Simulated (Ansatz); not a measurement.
Cell and atoms of amorphous Ge-Sb-Te (Ge$_{7}$Sb$_{14}$Te$_{28}$):

```yaml
crystal:
  lattice:
    - [11.69599, -0.58575, 0.14699]
    - [-0.58575, 11.61268, 0.41258]
    - [0.14699, 0.41258, 12.05717]
  atoms:
    - { symbol: Ge, position: [0.27343, 0.02504, 0.90738] }
    - { symbol: Ge, position: [0.71891, 0.54473, 0.66077] }
    - { symbol: Ge, position: [0.40719, 0.86712, 0.34407] }
    - { symbol: Ge, position: [0.78503, 0.85060, 0.77247] }
    - { symbol: Ge, position: [0.96928, 0.00029, 0.04275] }
    - { symbol: Ge, position: [0.93561, 0.07476, 0.55902] }
    - { symbol: Ge, position: [0.25330, 0.14756, 0.44523] }
    - { symbol: Sb, position: [0.14453, 0.71926, 0.23821] }
    - { symbol: Sb, position: [0.78087, 0.13396, 0.39283] }
    - { symbol: Sb, position: [0.15700, 0.40495, 0.41308] }
    - { symbol: Sb, position: [0.44750, 0.39560, 0.86280] }
    - { symbol: Sb, position: [0.08528, 0.72108, 0.59719] }
    - { symbol: Sb, position: [0.58975, 0.19074, 0.69119] }
    - { symbol: Sb, position: [0.30128, 0.68736, 0.89614] }
    - { symbol: Sb, position: [0.94452, 0.32992, 0.08612] }
    - { symbol: Sb, position: [0.88497, 0.67758, 0.00718] }
    - { symbol: Sb, position: [0.57359, 0.94726, 0.15411] }
    - { symbol: Sb, position: [0.56327, 0.26938, 0.24882] }
    - { symbol: Sb, position: [0.06466, 0.31300, 0.63593] }
    - { symbol: Sb, position: [0.60202, 0.46476, 0.38946] }
    - { symbol: Sb, position: [0.37086, 0.60967, 0.58892] }
    - { symbol: Te, position: [0.65987, 0.79781, 0.98876] }
    - { symbol: Te, position: [0.76522, 0.46541, 0.13319] }
    - { symbol: Te, position: [0.99050, 0.57353, 0.40774] }
    - { symbol: Te, position: [0.53351, 0.63979, 0.76920] }
    - { symbol: Te, position: [0.48474, 0.13952, 0.94038] }
    - { symbol: Te, position: [0.20175, 0.47907, 0.75907] }
    - { symbol: Te, position: [0.78627, 0.11791, 0.05943] }
    - { symbol: Te, position: [0.48170, 0.11036, 0.43072] }
    - { symbol: Te, position: [0.91632, 0.82561, 0.19615] }
    - { symbol: Te, position: [0.42612, 0.37234, 0.54998] }
    - { symbol: Te, position: [0.80281, 0.09018, 0.75130] }
    - { symbol: Te, position: [0.68979, 0.37091, 0.82505] }
    - { symbol: Te, position: [0.29513, 0.85388, 0.70815] }
    - { symbol: Te, position: [0.45818, 0.52241, 0.05988] }
    - { symbol: Te, position: [0.36022, 0.62696, 0.31735] }
    - { symbol: Te, position: [0.21870, 0.14115, 0.66945] }
    - { symbol: Te, position: [0.53121, 0.83609, 0.53153] }
    - { symbol: Te, position: [0.92202, 0.57478, 0.76509] }
    - { symbol: Te, position: [0.16194, 0.13376, 0.07395] }
    - { symbol: Te, position: [0.75976, 0.33501, 0.51555] }
    - { symbol: Te, position: [0.33260, 0.85125, 0.06447] }
    - { symbol: Te, position: [0.19145, 0.91355, 0.41162] }
    - { symbol: Te, position: [0.34068, 0.32866, 0.18244] }
    - { symbol: Te, position: [0.68766, 0.83046, 0.34417] }
    - { symbol: Te, position: [0.00202, 0.88940, 0.85840] }
    - { symbol: Te, position: [0.00428, 0.22704, 0.30161] }
    - { symbol: Te, position: [0.88701, 0.84164, 0.53788] }
    - { symbol: Te, position: [0.10738, 0.56183, 0.05932] }
```

Computed with PBE, scalar-relativistic without spin-orbit coupling, PAW (Ansatz default set, large-core Te) (plane waves to 420 eV; Ansatz, a quantum-chemistry and plane-wave program). Neutral PBE cell, which sets geometry, pressure and energy: sampling: a 2×2×2 Γ-centred mesh; Fermi-Dirac width 0.05 eV; no spin polarisation.

The cell was made by melting and quenching with the CHGNet potential and then relaxed with DFT. The hot cell started wider than the set density and was brought back towards it in steps. It is the lowest in DFT energy of 4 quenches. It is a model cell: composition and starting density were chosen by hand, and all elements were melted together. No dispersion term was used. A short ab initio anneal came between quench and relaxation. Its density started from a set value of 5.89 and ended at 5.89 g/cm³. Cooling (nominally 12 K/ps over its main leg) ran many orders faster than in experiment, which tends to leave more defects and strain. One small periodic cell is one sample of the glass; other quenches scatter about these values. The volume was held where the preparation left it and the shape relaxed.

Task: Give the pressure and the spacing of the highest filled and lowest empty levels.

Result: 
- Pressure on a 2×2×2 Γ-centred mesh = 1.24 GPa
- Largest force and stress component on that mesh (the relaxation ran on one k-point at (1/4, 1/4, 1/4)) = 0.21 eV/Å and 1.4 GPa
- Gap on a 2×2×2 Γ-centred mesh (PBE) = 0.25 eV
- Gap at the zone centre (PBE) = 0.37 eV
- Distance between the nearest levels spread over more than a fifth of the atoms or a third of the atoms of their main element (six at least) (PBE, zone centre) = 0.37 eV

Task: At PBE and the zone centre, how localised are the states just below and above the Fermi level (participation number: the atoms over which a state spreads)?

Result: The highest filled state is spread over 31.8 atoms' worth, largest on Te22, with weights by element (charge in smoothed Voronoi cells) Te 0.74, Sb 0.17, Ge 0.09. The lowest empty state is spread over 29.6 atoms' worth, largest on Sb17, with weights by element (charge in smoothed Voronoi cells) Te 0.47, Sb 0.40, Ge 0.13.

So small a spacing is near the smearing width and the bands' dispersion over the mesh, so it is a value of this cell and mesh.

Bonds are counted up to Ge-Ge 2.85 Å, Ge-Sb 3.11 Å, Ge-Te 3.00 Å, Sb-Sb 3.16 Å, Sb-Te 3.40 Å, Te-Te 3.31 Å.
